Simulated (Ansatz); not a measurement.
## W under a change: uniaxial strain ε_zz = +1.50 %

Base system: W in the bcc (W type) structure (space group Im-3m, No. 229; a = 3.1688 Å; relaxed with 0.1 eV smearing). Axes: x, y, z lie along the cube axes.

The change: uniaxial strain ε_zz = +1.50 %, all other strain components held at zero, atoms relaxed at fixed cell.

All numbers come from Kohn–Sham DFT with the r2SCAN functional, run in Ansatz (a quantum-chemistry and plane-wave program) with PAW and 500 eV plane waves, no spin-orbit coupling. Γ-centred 29×29×29 mesh, Fermi–Dirac width 0.1 eV.

The space group becomes I4/mmm (No. 139) (base: Im-3m (No. 229)) and the energy increases by 5.9 meV/atom. The pressure (mean of the normal stresses, compression positive) goes from zero to -4.6 GPa and the band gap remains zero. The stress (xx, yy, zz, yz, xz, xy; compression positive) is (-3.0, -3.0, -7.8, 0.0, 0.0, 0.0) GPa.

Final structure:

```
CELL_PARAMETERS angstrom
     -1.58442     1.58442     1.60818
      1.58442    -1.58442     1.60818
      1.58442     1.58442    -1.60818
ATOMIC_POSITIONS crystal
  W  0.00000 0.00000 0.00000
```

No phonon test of stability was made. The final runs are not spin-polarised.
